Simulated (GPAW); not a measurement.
GPAW run on Mg₂ZnO₃ (P1, 6 atoms in the cell): self-consistent single point.

Level of theory: PBEsol, GPAW PAW datasets PBEsol (made by gpaw-setup) (plane waves; GPAW 25.7.0).

The change in words: atoms moved at random. Reference geometry:
```
CELL_PARAMETERS angstrom
      3.02602     0.00000     0.00000
     -1.51301     2.62061     0.00000
      0.00000     0.00000     7.38629
ATOMIC_POSITIONS crystal
  Mg 0.33333 0.66667 0.66580
  Mg 0.66667 0.33333 0.33420
  Zn 0.00000 0.00000 0.00000
  O  0.33333 0.66667 0.17262
  O  0.66667 0.33333 0.82738
  O  0.00000 0.00000 0.50000
```

Reference input (self-consistent single point, DFT PBEsol, plane waves, GPAW PAW datasets PBEsol (made by gpaw-setup)): mode = pw; ecut = 900 eV; xc = PBEsol; kpts = 10 10 4; mesh shift (steps) = 0 0 0; occupations.name = fermi-dirac; occupations.width = 0 eV; nbands = -6; convergence.density = 1e-05 e/electron; convergence.bands = -4; symmetry.symmorphic = false; symmetry.tolerance = 0.0005. This run's input differs from it in these lines:

```diff
@@ -8,8 +8,8 @@
                     [0.000000, 0.000000, 7.386292]],
-              positions=[[-0.000002, 1.747077, 4.917793],
-                         [1.513014, 0.873537, 2.468499],
-                         [0.000000, 0.000000, 0.000000],
-                         [-0.000002, 1.747077, 1.275022],
-                         [1.513014, 0.873537, 6.111270],
-                         [0.000000, 0.000000, 3.693146]],
+              positions=[[0.004002, 1.721149, 4.931281],
+                         [1.509205, 0.879965, 2.475627],
+                         [0.012658, -0.043455, -0.034996],
+                         [-0.014537, 1.780078, 1.272082],
+                         [1.488285, 0.916416, 6.100789],
+                         [0.026407, -0.012922, 3.720955]],
               pbc=True)
```

Log, with long lists cut:

```
     iter     time        total  log10-change:
                         energy   eigst   dens
iter:   1 --:--:--   -39.168426   +0.70
iter:   2 --:--:--   -38.245069   +0.02  -1.02
iter:   3 --:--:--   -35.612879   -0.31  -1.08
iter:   4 --:--:--   -36.031413   -0.29  -1.35
iter:   5 --:--:--   -35.441209   -0.95  -1.50
iter:   6 --:--:--   -35.356828   -1.95  -1.77
iter:   7 --:--:--   -35.354942   -2.35  -2.71
iter:   8 --:--:--   -35.348443c  -3.11  -2.54
iter:   9 --:--:--   -35.350814c  -3.57  -3.02
iter:  10 --:--:--   -35.348423c  -3.86  -2.81
iter:  11 --:--:--   -35.348404c  -4.34  -3.29
iter:  12 --:--:--   -35.348412c  -5.22  -3.49
   [... 2 lines left out ...]
iter:  15 --:--:--   -35.348322c  -6.15  -4.20
iter:  16 --:--:--   -35.348318c  -6.43  -4.28
iter:  17 --:--:--   -35.348317c  -7.10  -4.48
iter:  18 --:--:--   -35.348318c  -6.46  -4.52
iter:  19 --:--:--   -35.348316c  -7.55c -4.54
iter:  20 --:--:--   -35.348316c  -7.24  -4.64
iter:  21 --:--:--   -35.348315c  -7.71c -4.73
iter:  22 --:--:--   -35.348315c  -8.00c -4.85
iter:  23 --:--:--   -35.348315c  -8.38c -4.97
iter:  24 --:--:--   -35.348315c  -8.85c -5.09c
Converged after 24 iterations.

Dipole moment: (-0.804841, 0.784842, 1.025330) |e|*Ang

Energy contributions relative to reference atoms: (reference = -65800.017082)

Kinetic:        +38.189232
Potential:      -33.092863
External:        +0.000000
XC:             -41.011021
Entropy (-ST):   +0.000000
Local:           +0.566337
SIC:             +0.000000
--------------------------
Free energy:    -35.348315
Extrapolated:   -35.348315

Showing only first 2 kpts
 Kpt  Band  Eigenvalues  Occupancy
  0    23      4.80095    2.00000
  0    24      4.81657    2.00000
  0    25      7.74581    0.00000
  0    26     11.13265    0.00000

  1    23      4.84856    2.00000
  1    24      4.86615    2.00000
  1    25      8.23410    0.00000
  1    26     10.63907    0.00000

Fermi level: 6.32516

Gap: 2.841 eV
Transition (v -> c):
   [... lines left out ...]
Direct gap: 2.929 eV
   [... lines left out ...]
  0 Mg   -0.05160    0.21149   -0.28491
  1 Mg    0.03962    0.00970   -0.09399
  2 Zn   -0.05640    0.18018    0.46771
  3 O     0.07631   -0.13354   -0.21961
  4 O     0.14988   -0.32864    0.32653
  5 O    -0.15802    0.06074   -0.19589

Stress tensor:
     0.024937     0.000835    -0.001736
     0.000835     0.024597    -0.000696
    -0.001736    -0.000696     0.025350
Stress (GPa, Voigt): [ 3.9954  3.9409  4.0615 -0.1115 -0.2781  0.1337]
```

The run converged in 24 iterations. GPAW prints stress with tension positive. Against the reference run the free energy goes up by 6.0 meV/atom, the largest force goes from 0.205 to 0.504 eV/Å and the gap on the mesh goes from 2.858 to 2.841 eV.

At such cutoffs GPAW's stress carries a finite-basis (Pulay) error, which enters relaxed cells too; its log prints stress with tension positive.

The starting cell comes from a database of computed structures (which also holds hypothetical and non-ambient phases and stackings), without a prior relaxation at this level. Its lattice was rescaled by a random factor within 2.5 % of one. For this run, on top of that: atoms moved at random.

Cost on one core of a shared machine: roughly 5 min.
